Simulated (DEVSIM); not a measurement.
Device: TaN/SiO2/p-InP capacitor, at 300 K.

Layer 1 from the left is SiO2, thickness (nm) 9.00. Layer 2 from the left is InP, thickness (nm) 12000, Na (cm⁻³) 2.8e15.

Metal gate on the left, work function 4.4 eV. Fixed charge at the semiconductor interface -1.3e11 cm⁻² (in units of +e); interface traps 1.2e12 cm⁻² eV⁻¹, uniform in energy, neutral level at 0.5 of the gap above the valence band.

Constants are typed, rounded textbook-type inputs, not results; the design itself was drawn at random and stands for no fabricated device. Values at 300 K.

SiO2: gap (eV) 9, affinity (eV) 0.9, permittivity 3.9. InP: gap (eV) 1.344, affinity (eV) 4.38, permittivity 12.5, Nc (cm⁻³) 5.7e17, Nv (cm⁻³) 1.1e19.

DEVSIM, 1D Poisson equation in equilibrium, Boltzmann statistics, complete ionisation; no quantum confinement or tunnelling. Metal contacts follow the ideal Schottky-Mott rule: no Fermi-level pinning, no interface dipoles.

### Question
What does the simulation give for the flat-band voltage, the minimum of the low-frequency capacitance?

### Answer
flat-band voltage -1.28 V; minimum of the low-frequency capacitance 0.136 μF/cm².
